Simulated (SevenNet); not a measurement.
**Pyrite PtAs₂**

Computed with the machine-learned potential SevenNet-l3i5 (trained on PBE and PBE+U data).

Cell (relaxed at this level):

```
PtAs2
1.0
    6.06490     0.00000     0.00000
    0.00000     6.06490     0.00000
    0.00000     0.00000     6.06490
As Pt
8 4
Direct
  0.61667   0.88333   0.11667
  0.11667   0.61667   0.88333
  0.61667   0.61667   0.61667
  0.38333   0.38333   0.38333
  0.88333   0.11667   0.61667
  0.88333   0.38333   0.11667
  0.11667   0.88333   0.38333
  0.38333   0.11667   0.88333
  0.00000   0.50000   0.50000
  0.50000   0.00000   0.50000
  0.00000   0.00000   0.00000
  0.50000   0.50000   0.00000
```

```json
{
  "lattice_constant_a": "6.065 Å",
  "equilibrium_volume_per_atom": "18.59 Å³/atom"
}
```

Measured, for comparison: lattice constant a 5.967 Å, equilibrium volume per atom 17.70 Å³/atom (temperature not stated, no zero-point or thermal correction; as tabulated in Wikipedia's data pages). Computed (rounded) less measured: lattice constant a +1.6 %, equilibrium volume per atom +5.0 %.

A machine-learned potential is trained on density-functional data: it inherits that level's misses and adds fitting errors of its own.
